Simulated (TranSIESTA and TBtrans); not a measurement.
Run with TranSIESTA and TBtrans (open boundaries, self-consistent; PseudoDojo norm-conserving potentials, scalar-relativistic): PAO.BasisSize DZP, PAO.EnergyShift 0.15 eV, XC.Authors PBE, Mesh.Cutoff 200 Ry, ElectronicTemperature 300 K, TS.Voltage 0.0 eV, TBT.Elecs.Eta 0.001 eV, no spin polarisation.

Junction: Ga chain with one bond stretched by 3.0 Å. Leads: straight Ga chain, spacing 2.55 Å. Geometry: as built, not relaxed.

Q: Predict: conductance at 300 K (G0 = 2e²/h); thermopower (μV/K); mean T from −0.5 to 0.5 eV.

A: conductance at 300 K (G0 = 2e²/h): 0.025; thermopower (μV/K): -5.0; mean T from −0.5 to 0.5 eV: 0.021. The straight chain is held at its spacing; free chains may zigzag or dimerise. No spin-polarised start was tried, so a magnetic state, if there is one, is missed.
